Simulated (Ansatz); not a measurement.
Functionals compared on F on the 1x1 (110) surface of bcc Mo, one in a 2x2 cell, started at the site 'bridge Mo-Mo (span 2.7 Å)', in Ansatz (plane waves, PAW). The structure was relaxed with PBE; the other rows are single points on it, each with its references at the same level. Cutoff 420 eV (500 eV for r2SCAN).

Slab: 17 atoms, 6.5 Å thick at the start under the adsorbate (thin: gaps and levels are the slab's own); k 6x6x1, smearing 0.1 eV, dipole-corrected; 8 atoms held, the rest relaxed; symmetry of the start imposed; no spin, no spin-orbit, no U, no dispersion correction. At the end it is bonded to 2 Mo. In PBE it is, or lies within 0.03 eV of, the lowest of the starts that converged. These notes are the PBE run's. Adsorption energies are against ½ F2(g). A negative adsorption energy means that the adsorbate is more stable on the surface than in its reference.

| functional | adsorption energy (eV) | work function of the top face (eV) | change of the work function (eV) | rough cost of the single point |
|---|---|---|---|---|
| PBE | -3.90 | 4.91 | 0.32 | – |
| RPBE | -3.72 | 4.76 | 0.32 | roughly 4 core-minutes |
| r2SCAN | ___ | ___ | ___ | very roughly 11 core-minutes |

### Question
Fill in the missing entries.

### Answer

- r2SCAN, adsorption energy (eV): -4.22
- r2SCAN, work function of the top face (eV): 4.96
- r2SCAN, change of the work function (eV): 0.33

Ansatz is a first-principles code.
